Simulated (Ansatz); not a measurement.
**ZrO2: pressure series**

Base system: ZrO2 in the fluorite structure (space group Fm-3m, No. 225; a = 5.089 Å).

Cell and atoms are relaxed at each pressure.

Computed with DFT with r2SCAN, PAW potentials and a 500 eV plane-wave cutoff in Ansatz (an electronic-structure program), spin-orbit coupling left out, earlier PAW set.

Notes on the quantities. electron mass: degenerate bands, along [100]; enthalpy: H = E + PV relative to the base's energy.

```
case                     electron mass  band gap       enthalpy
-----------------  -------------------  --------  -------------
base               0.53, 2.1 mₑ (at Γ)   3.89 eV              –
pressure −2 GPa    0.54, 2.1 mₑ (at Γ)   3.86 eV  -0.14 eV/atom
pressure −1 GPa    0.54, 2.1 mₑ (at Γ)   3.87 eV  -0.07 eV/atom
pressure 0.9 GPa   0.53, 2.1 mₑ (at Γ)       ___  +0.06 eV/atom
pressure 2.1 GPa   0.53, 2.1 mₑ (at Γ)   3.91 eV  +0.14 eV/atom
pressure 4.5 GPa   0.52, 2.0 mₑ (at Γ)   3.94 eV  +0.31 eV/atom
pressure 9 GPa     0.51, 2.0 mₑ (at Γ)   3.99 eV  +0.61 eV/atom
pressure 15 GPa    0.49, 2.0 mₑ (at Γ)   4.05 eV  +1.00 eV/atom
pressure 22.5 GPa  0.48, 1.9 mₑ (at Γ)       ___  +1.48 eV/atom
pressure 30 GPa    0.46, 1.9 mₑ (at Γ)   4.17 eV  +1.96 eV/atom
```

### Question
Some entries are withheld; estimate them.

### Answer

- pressure 0.9 GPa, band gap: 3.90 eV
- pressure 22.5 GPa, band gap: 4.11 eV

Load acts through the strain it causes; cell and atoms are relaxed under it. Masses are band curvatures over ±0.01 Å⁻¹ around the edge. No phonon test of stability was made. No other phases were tried under pressure. This is not the structure that ZrO2 has at room temperature and ambient pressure.
